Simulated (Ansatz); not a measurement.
Abridged Ansatz (an electronic-structure program) output:

```
Pseudopotential: S, paw, valence charge 6
Pseudopotential: Si, paw, valence charge 4
Crystal: 3 atoms, lattice volume = 46.088 Å³
Basis set: ecut = 420 eV, 931 PW (Γ), exchange–correlation on 72×72×72 points (8 copies of the dense FFT grid, shifted against one another)
Bands: 11, of which v1, the nominal top of the filled ones, is band 7 counted from 1 (6 counted from 0)
Symmetry: 16 space group operations
k-points: 641 of 8000
Functional: x = pbe(κ = 0.804, μ = 0.2195149727645171), c = pbe(β = 0.06672455060314922)
SCF iter   1: F=—  HF=-2172.451941 eV  |F-HF|=—  |Δ(HF+E_count)|=         —  Δρ=3.02e-2  dr2=1.09e0  ethr=3.10e-3  ⟨swp⟩=6.3  Hψ=52452  notcnv=0
SCF iter   2: F=—  HF=-2172.255098 eV  |F-HF|=—  |Δ(HF+E_count)|=   1.97e-1  Δρ=1.53e-2  dr2=2.63e-1  ethr=3.10e-3  ⟨swp⟩=2.0  Hψ=13759  notcnv=0  defer=14
SCF 1 converged in 8 iterations: F = -2172.187621 eV  dr2 = 1.01e-11
SCF converged after 8 iterations
Free energy (F): -2172.187621 eV
Internal energy: -2172.178384 eV  (E = F + TS)
E sigma→0 (E₀):  -2172.183003 eV
Entropy (-TS):   -0.009237 eV (-3.079 meV/atom)
Fermi energy:    10.112943 eV
--- Forces (eV/Å), atoms counted from 1 ---
  atom   1  S      0.00000000     0.00000000     0.00000000
  atom   2  Si     0.00000000     0.00000000    -0.00003754
  atom   3  Si     0.00000000    -0.00000000     0.00003754
--- Stress (GPa, compression-positive) ---
       -0.003248       0.000000       0.000000
        0.000000      -0.003248       0.000000
        0.000000      -0.000000       0.002010
  P = ⅓ Tr σ = -0.0015 GPa (-0.015 kbar)
```

**Question.** What was computed, and what are the main results?

**Answer.** Si2S, 3 atoms in the cell, with Ansatz PBE, scalar-relativistic without spin-orbit coupling, earlier PAW set. The last SCF converged to F = -2172.187621 eV, or -724.0625 eV per atom, at a pressure of 0.00 GPa. The total energy compares only with runs of the same code, potentials and settings.

No phonon test of stability was made. All final runs are without spin polarisation. The cell was made from WSi2 by this change: W → S; the result is a hypothetical phase, not in the database extracts checked.
